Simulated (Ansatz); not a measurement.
Base system: CdTe in the zinc blende structure (space group F-43m, No. 216).

```
CELL_PARAMETERS angstrom
      0.00000     3.20432     3.20432
      3.20432     0.00000     3.20432
      3.20432     3.20432     0.00000
ATOMIC_POSITIONS crystal
  Cd 0.00000 0.00000 0.00000
  Te 0.25000 0.25000 0.25000
```

Cartesian axes are those of the cell as printed.

The values are results of LDA in Ansatz (plane waves to 420 eV, PAW, without spin-orbit coupling), not measurements.

Before the change:

The electron mass is 0.050 mₑ (at Γ). The valley order is Γ 0.61 eV; L along ⟨111⟩ 1.68 eV.

One thing is altered: biaxial strain −1.50 %, plane normal [001], relaxed out of plane (Cartesian); in-plane vectors clamped, the third vector and the atoms free.

Q: Predict the new out-of-plane strain, electron mass and valley order.

A: The out-of-plane strain amounts to +2.03 %; the electron mass goes from 0.050 mₑ (at Γ) to 0.056 mₑ out of plane, 0.050 mₑ in plane (at Γ); the valley order (the lowest conduction-band minima on the path, energy above the VBM, named in the base's zone) changes from Γ 0.61 eV; L along ⟨111⟩ 1.68 eV to Γ 0.60 eV; L along [111] 1.63 eV.

Spin-orbit coupling, missing from the scalar runs, can matter with Te. The levels and masses belong to the bands next to the band gap. Masses are band curvatures over ±0.01 Å⁻¹ around the edge. Whether these cells are dynamically stable was not tested.

Ansatz is a quantum-chemistry and plane-wave program.
